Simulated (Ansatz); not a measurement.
Base system: BP in the zinc blende structure (space group F-43m, No. 216; a = 4.537 Å). Axes: x, y, z lie along the cube axes.

Calculations: Ansatz (a quantum-chemistry and plane-wave program) r2SCAN, no spin-orbit coupling.

Before the change:

Volume per atom: 11.67 Å³
Smallest direct gap: 3.60 eV

It is then changed as follows: tensile biaxial strain of 2.00 % in the plane normal to [001], as in epitaxy on a mismatched substrate; the out-of-plane cell vector and the atoms relax.

**Question.** Estimate the effect on the volume per atom and smallest direct gap.

**Answer.** The volume per atom increases by 0.37 Å³ (11.67 Å³ → 12.04 Å³); the smallest direct gap falls by 0.34 eV to 3.26 eV.

Whether these cells are dynamically stable was not tested.
